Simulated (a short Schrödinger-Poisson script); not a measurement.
Structure: symmetric double-gate stack, SiO2 on p-type Si(100), at 300 K.

| layer | material | thickness (nm) | Na (cm⁻³) |
|---|---|---|---|
| 1 | SiO2 | 1.1 | - |
| 2 | Si | 6 | 3e17 |
| 3 | SiO2 | 1.1 | - |

Constants are typed, rounded textbook-type inputs, not results; the design itself was drawn at random and stands for no fabricated device. SiO2: permittivity 3.9, conduction-band edge (eV) 3.15, gap (eV) 9, electron mass (mₑ) 0.5. Si: permittivity 11.7, conduction-band edge (eV) 0, gap (eV) 1.124, Nv at 300 K (cm⁻³) 3.1e19.

Channel valleys (confinement mass, in-plane density-of-states mass, number): Δ2 0.916, 0.19, 2; Δ4 0.19, 0.417, 4. At the gates, both at one voltage, the conduction-band edge of layer 1 lies 3.31 eV − eVg above the Fermi level of the channel. Gaps are held at their typed values at every temperature. Mesh 0.03 nm at interfaces.

Solved with a short Schrödinger-Poisson script written for these runs: 1D Poisson equation in equilibrium, electrons quantum, Hartree (BenDaniel-Duke, 12 states a valley, the channel's in-plane mass for all, wave functions free to enter the dielectric), parabolic valleys, classical holes, full ionisation, no traps, pinning or gate leakage.

The same stack at other levels of the model or other numerical settings:

| run | sheet density of all electrons at Vg = 0.85 V (cm⁻²) | sheet density of all electrons at Vg = 0.25 V (cm⁻²) | capacitance of both gates at Vg = 0.85 V (μF/cm²) | gate voltage at 1e11 electrons/cm² (V) | rough cost against the base |
|---|---|---|---|---|---|
| base | 1.88e13 | 2.85e12 | 4.64 | 0.06 | about 1 |
| electrons treated as classical, Boltzmann | 2.39e13 | 3.88e12 | 5.77 | 0.04 | 0.04 |
| electrons treated as classical, Fermi-Dirac | 2.25e13 | 3.81e12 | 5.28 | 0.04 | 0.09 |
| mesh six times as coarse | 1.87e13 | 2.83e12 | 4.63 | 0.06 | 0.3 |

The classical rows ignore confinement, and Boltzmann statistics overrate the density once the band edge passes the Fermi level.
